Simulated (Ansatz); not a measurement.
The starting structures come from a database of crystals and need not be the phases stable at ambient conditions.

Consider the following.

```
RbSrCFO3
1.0
    4.86527     0.00000     0.00000
    0.00000     5.37484     0.00000
    0.00000    -2.68742     4.65475
Rb Sr C O F
1 1 1 3 1
Direct
  0.00000   0.33333   0.66667
  0.50000   0.00000   0.00000
  0.50000   0.66667   0.33333
  0.50000   0.94670   0.47335
  0.50000   0.52665   0.47335
  0.50000   0.52665   0.05330
  0.00000   0.00000   0.00000
```

Space group of this cell: P-6m2. The cell is taken as given; by r2SCAN its mean pressure is -3.3 GPa.

Transport runs along the normal of the first two printed cell vectors, the (100) plane of the conventional cell.

The gap is the functional's own, uncorrected, and κ follows it; spin-orbit coupling is left out. Mid-gap values are interpolated between the computed energies.

Compute, with r2SCAN in Ansatz (a quantum-chemistry and plane-wave program), the band gap and the smallest decay constant κ at mid-gap.

Gap 4.68 eV on a 6×8×8 mesh; κ = 0.470 1/Å, at the zone centre.
